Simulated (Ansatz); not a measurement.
**Element substitutions in ZrN**

Consider ZrN in the rock salt structure (space group Fm-3m, No. 225; a = 4.595 Å).

Each row replaces one element on all its sites; cell and atoms are relaxed.

The values are results of PBE (Ansatz, a quantum-chemistry and plane-wave program, PAW, no spin-orbit coupling), earlier PAW set, not measurements.

Candidates:
(a) Zr → Hf
(b) N → C
(c) Zr → Be

Before the change:

The lattice parameter a is 4.595 Å.

Q: Order them by lattice parameter a, lowest first.

A: (c) Zr → Be (3.725 Å), (a) Zr → Hf (4.548 Å), (b) N → C (4.709 Å)

Whether these cells are dynamically stable was not tested. As relaxed here, BeN is a hypothetical phase, not in the database extracts checked. All final runs are without spin polarisation. An odd electron count without spin: HfN, ZrN and BeN.
